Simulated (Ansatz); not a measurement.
## A self-consistent single point of Ge (I4_1/amd, 2 atoms in the cell) with Ansatz

Method: LDA (PW92), default PAW files made with PBE (plane waves; Ansatz, a quantum-chemistry and plane-wave program).

This input was run:

Ansatz 0.2 input:
```yaml
# Ge
crystal:
  lattice:
    - [-2.566767, 2.566767, 1.393223]
    - [2.566767, -2.566767, 1.393223]
    - [2.566767, 2.566767, -1.393223]
  atoms:
    - { symbol: Ge, position: [0.250000, 0.750000, 0.500000] }
    - { symbol: Ge, position: [0.500000, 0.500000, 0.000000] }
basis:
  ecutwfc: 420.0 eV
kpoints:
  mp_grid: { grid: [13, 13, 13] }
hamiltonian:
  xc: lda
  pseudopotentials: { kind: paw }
scf:
  occupations: { method: fermi_dirac, width: 0.1 eV }
output:
  forces: true
  eigenvalues: true
  stress: true
```

Log, with long lists cut:

```
WARN ansatz: RAYON_NUM_THREADS=1 ignored (pool sized by the plan → 1); use --threads N
Pseudopotentials: kind: paw
Pseudopotential: Ge, paw, valence charge 14
Crystal: 2 atoms, lattice volume = 36.716 Å³
Basis set: ecut = 420 eV, 725 PW (Γ)
Bands: 18, of which v1, the nominal top of the filled ones, is band 14 counted from 1 (13 counted from 0)
Symmetry: 16 space group operations
Space group: I41/amd (ITA 141), of the structure as read, at distance tolerance 3.3e-5 Å
k-points: 196 of 2197
PAW frozen core: Ge, regenerated for the run's functional, and the local potential with it
Initial density: superposition of atomic densities (neutral atoms: chi_scale 0, normalization atom), corrected by the library's trained network
Initial wavefunctions: pseudopotential atomic-orbital guess
Eigensolver: davidson
Functional: x = slater, c = lda
SCF iter   1: F=—  HF=-8431.090215 eV  |F-HF|=—  |Δ(HF+E_count)|=         —  Δρ=5.43e-3  dr2=4.64e-3  ethr=1.77e-3  ⟨swp⟩=5.1  Hψ=14511  notcnv=0
all-band conjugate gradients solve this SCF's bands
preconditioner: auto → Kerker (q_TF=auto, 2.608 Å⁻¹)
SCF iter   2: F=—  HF=-8431.087988 eV  |F-HF|=—  |Δ(HF+E_count)|=   2.23e-3  Δρ=2.95e-3  dr2=1.99e-3  ethr=1.66e-5  ⟨swp⟩=3.0  Hψ=7836  notcnv=0
SCF iter   3: F=—  HF=-8431.087449 eV  |F-HF|=—  |Δ(HF+E_count)|=   5.39e-4  Δρ=1.02e-3  dr2=2.78e-4  ethr=7.11e-6  ⟨swp⟩=1.0  Hψ=3529  notcnv=0
SCF iter   4: F=—  HF=-8431.087325 eV  |F-HF|=—  |Δ(HF+E_count)|=   1.24e-4  Δρ=2.30e-4  dr2=1.24e-5  ethr=9.94e-7  ⟨swp⟩=2.9  Hψ=6413  notcnv=0
SCF iter   5: F=—  HF=-8431.087320 eV  |F-HF|=—  |Δ(HF+E_count)|=   4.83e-6  Δρ=4.49e-5  dr2=3.94e-7  ethr=4.44e-8  ⟨swp⟩=2.0  Hψ=6277  notcnv=0
SCF iter   6: F=-8431.087320 eV  HF=-8431.087320 eV  |F-HF|=5.26e-8  |Δ(HF+E_count)|=   6.11e-8  Δρ=1.23e-5  dr2=3.51e-8  ethr=3.57e-10  ⟨swp⟩=5.0  Hψ=15691  notcnv=0
SCF 1 converged in 6 iterations: F = -8431.087320 eV  dr2 = 3.51e-8
SCF converged after 6 iterations
Free energy (F): -8431.087320 eV
Harris-Foulkes:  -8431.087320 eV  (|F-HF|=5.26e-8)
Internal energy: -8431.063582 eV  (E = F + TS)
E sigma→0 (E₀):  -8431.075451 eV
Entropy (-TS):   -0.023738 eV (-11.869 meV/atom)
Fermi energy:    10.945350 eV
--- Per-component energies (eV) ---
  E_band       = -229.244214
  E_kinetic    = 223.453854
  E_local      = -4285.105885  (includes V_loc(G=0)·N_el)
  E_nonlocal   = 838.909756
  E_hartree    = 1875.221322
  E_xc         = -151.240919
  E_vxc        = -131.206809  (∫ρ·V_xc dr)
  E_paw        = -3878.144720  (= ΣΔE_a)
  E_vpaw       = -625.729799  (= ΣTr[D̂ρ^β])
  E_aug_tail   = 0.000550  (compensation charges beyond the density's cutoff)
  E_ewald      = -3057.974193
  E_core_change = 3.816652  (= ΣΔE_core)
  E_smearing   = -0.023738  (= −TS)
  E_closure    = 0.000000  (closes the sum)
  Σ components = -8431.087320   (vs F -8431.087320, Δ=0.00e0)
--- Forces (eV/Å), atoms counted from 1 ---
  atom   1  Ge     0.00000000     0.00000000     0.00000000
  atom   2  Ge     0.00000000     0.00000000     0.00000000
  max |Σ_I F_I| component: 9.71e-17 eV/Å
--- Stress (GPa, compression-positive) ---
       -2.427473       0.000000       0.000000
        0.000000      -2.427473       0.000000
       -0.000000      -0.000000      -0.979875
  P = ⅓ Tr σ = -1.9449 GPa (-19.449 kbar)
  The stress holds the Pulay correction. Without it, at fixed plane waves, as pw.x and ABINIT print it: P = -1.9764 GPa
--- Band table (eV; the first three rows and the last of 196) ---
  k-point 0: bands = ["-13.8362", "-13.7899", "-13.7589", "-13.7569", "-13.6488", "-13.6488", "-13.6422", "-13.6422", "-13.5794", "-13.5114", "-2.4000", "6.8362", "8.6435", "8.6435", "14.3418", "18.5663", "18.5663", "19.1228"]
  k-point 1: bands = ["-13.8329", "-13.7905", "-13.7589", "-13.7559", "-13.6502", "-13.6471", "-13.6413", "-13.6410", "-13.5814", "-13.5148", "-2.3344", "6.2265", "8.7156", "9.1009", "14.6810", "17.8003", "18.2063", "19.2511"]
  k-point 2: bands = ["-13.8233", "-13.7921", "-13.7642", "-13.7474", "-13.6546", "-13.6426", "-13.6391", "-13.6375", "-13.5872", "-13.5246", "-2.1374", "5.1135", "8.9314", "9.8057", "15.6489", "16.6048", "17.3493", "19.0861"]
  k-point 195: bands = ["-13.7962", "-13.7959", "-13.6753", "-13.6665", "-13.6547", "-13.6519", "-13.6459", "-13.6402", "-13.6386", "-13.6368", "1.8232", "2.0663", "5.0983", "5.3435", "17.1818", "17.1882", "21.5961", "21.8725"]
```

The run converged in 6 iterations.

The starting cell comes from a database of computed structures (which also holds hypothetical and non-ambient phases and stackings), without a prior relaxation at this level. Its lattice was rescaled by up to half a per cent. Ansatz's pressure includes its estimate of the finite-basis (Pulay) stress.
